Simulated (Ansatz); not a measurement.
Candidates (primitive cells; geometry: relaxed with this functional, without spin-orbit coupling):
A. MgAu (Pm-3m), a = 3.2571 Å, b = 3.2571 Å, c = 3.2571 Å, α = 90.00°, β = 90.00°, γ = 90.00°
B. ReB2 (P6_3/mmc), a = b = 2.8921 Å, c = 7.4481 Å, α = β = 90.00°, γ = 120.00°
C. PtGa$_{2}$ (Fm-3m), a = b = c = 4.1863 Å, α = β = γ = 60.00°
D. LiFeP (P4/nmm), a = b = 3.646 Å, c = 5.822 Å, α = β = γ = 90.00°

Order them by electron-phonon coupling λ (highest first) at the level PBEsol, DFPT electron-phonon coupling, linearised Boltzmann equation run with Ansatz (a program for electronic structure).

C (0.67), A (0.37), B (0.22), D (0.159)

Metals; harmonic phonons. Halving the electron mesh moves these values by up to 5 %; q meshes are mostly untested. Some of the runs warned that the eigensolver left states short of its tolerance. Spin-orbit coupling is left out.

Formula and space group known from diffraction (Crystallography Open Database), not checked to be the room-temperature form: LiFeP (P4/nmm), MgAu (Pm-3m), PtGa2 (Fm-3m), ReB2 (P6_3/mmc). Treated as nonmagnetic (a ferromagnetic start lost its moment, other orders weren't tried): LiFeP (P4/nmm). The missing spin-orbit coupling matters most for MgAu (Pm-3m), PtGa2 (Fm-3m), ReB2 (P6_3/mmc).
